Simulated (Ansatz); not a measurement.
Band structure of CdF2 (Fm-3m, 3 atoms in the cell).

```xyz
3
Lattice="0.0000 2.6950 2.6950 2.6950 0.0000 2.6950 2.6950 2.6950 0.0000" Properties=species:S:1:pos:R:3 pbc="T T T"
Cd     0.0000     0.0000     0.0000
F      1.3475     1.3475     1.3475
F      4.0425     4.0425     4.0425
```

Level of theory: PBE (plane waves, PAW; Ansatz, a program for electronic structure).

Settings: basis.ecutwfc = 420 eV; kpoints.mp_grid.grid = 7 7 7; hamiltonian.xc = pbe; hamiltonian.pseudopotentials = {kind: paw} (the program's default PAW files); scf.occupations.method = fermi_dirac; scf.occupations.width = 0.05 eV; kpoints.band_path.npoints = 8.

The starting cell has typed, rounded lattice constants, without a prior relaxation at this level.

Problem. Predict the gap along the standard path and the places of the band edges.

Solution. The gap along the path is 3.10 eV, from W to Γ; the smallest direct gap on it is 3.60 eV.

Levels in eV from the top of the valence band on the path, bands 14 to 20:
| point | 14 | 15 | 16 | 17 | 18 | 19 | 20 |
|---|---|---|---|---|---|---|---|
| Γ | -0.97 | -0.50 | -0.50 | -0.50 | 3.10 | 12.70 | 12.70 |
| X | -2.95 | -0.51 | -0.09 | -0.09 | 8.02 | 9.67 | 11.94 |
| W | -1.52 | -1.52 | -0.60 | 0.00 | 8.08 | 11.50 | 11.69 |
| K | -2.31 | -0.95 | -0.35 | -0.20 | 7.97 | 10.75 | 11.13 |
| L | -1.84 | -1.84 | -0.40 | -0.40 | 7.19 | 9.16 | 14.49 |
| U | -2.31 | -0.95 | -0.35 | -0.20 | 7.97 | 10.75 | 11.13 |

Keys are those of Ansatz 0.2.
